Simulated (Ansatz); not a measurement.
**Response to strain in TiC**

Base system: TiC in the rock salt structure (space group Fm-3m, No. 225; a = 4.328 Å; relaxed with 0.1 eV smearing).

Strains are applied to the cell and any free atomic positions relax.

Level of theory: DFT with r2SCAN, PAW potentials and a 500 eV plane-wave cutoff in Ansatz (a program for electronic structure), no SOC.

Notes on the quantities. energy relative to the base: free energy F.

| case | shortest interatomic distance | energy relative to the base | pressure |
|---|---|---|---|
| base | 2.164 Å | 0 meV/atom | 0.0 GPa |
| isotropic strain +0.50 % | 2.175 Å | +1.8 meV/atom | -3.8 GPa |
| isotropic strain +1.00 % | 2.186 Å | +7.2 meV/atom | -7.4 GPa |
| isotropic strain +1.50 % | 2.196 Å | +16 meV/atom | -10.7 GPa |
| isotropic strain +2.00 % | 2.207 Å | +28 meV/atom | -13.8 GPa |
| isotropic strain +2.50 % | 2.218 Å | +43 meV/atom | -16.8 GPa |
| isotropic strain +3.00 % | 2.229 Å | +62 meV/atom | -19.5 GPa |

No phonon test of stability was made. All final runs are without spin polarisation.
